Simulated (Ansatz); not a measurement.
### Question
Name crystals whose resistivity at 300 K lies between 62 and 97 μΩ·cm and whose mean free path at 300 K lies between 2.2 and 3.5 nm, by PBEsol, DFPT electron-phonon coupling, linearised Boltzmann equation run with Ansatz (an electronic-structure program).

### Answer
Many crystals can fit; among those computed here:
- TiSb (P6_3/mmc): 76 μΩ·cm, 3.4 nm
- HfNi$_{2}$ (Fd-3m): 66 μΩ·cm, 2.6 nm
- Ti6O (P-31m): 76 μΩ·cm, 3.2 nm
- MoNiP (P-62m): 77 μΩ·cm, 2.8 nm

Metals; harmonic phonons alone scatter; means over directions. The mean free path is weighted by the current that each state carries. Halving the electron mesh moves these values by up to 9 %; q meshes are mostly untested. Spin-orbit coupling is left out.

Formula and space group known from diffraction (Crystallography Open Database), not checked to be the room-temperature form: HfNi2 (Fd-3m), MoNiP (P-62m), Ti6O (P-31m), TiSb (P6_3/mmc). Treated as nonmagnetic (a ferromagnetic start lost its moment, other orders weren't tried): HfNi2 (Fd-3m), MoNiP (P-62m). The missing spin-orbit coupling matters most for HfNi2 (Fd-3m).
